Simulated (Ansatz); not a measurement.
The parent structure is MgO in the rock salt structure (space group Fm-3m, No. 225; a = 4.1592 Å). Axes: x, y, z lie along the cube axes.

All numbers come from Kohn–Sham DFT with the LDA functional, run in Ansatz (a first-principles code) with PAW and 420 eV plane waves, scalar-relativistic without spin-orbit coupling.

Now apply this change: a pure shear with ε_xy = ε_yx = 0.0086, atoms relaxed at fixed cell.

Task: Predict the stress tensor and what it implies for the stiffness.

Result: Stress of the strained cell less that of the base (GPa, compression positive):
```
   0.04   -2.64    0.00
  -2.64    0.04    0.00
   0.00    0.00   -0.03
```

Then −Δσ/γ with γ = 2ε = 0.0172 gives relaxed-ion elastic constants: C66 ≈ 153 GPa.

Whether these cells are dynamically stable was not tested.
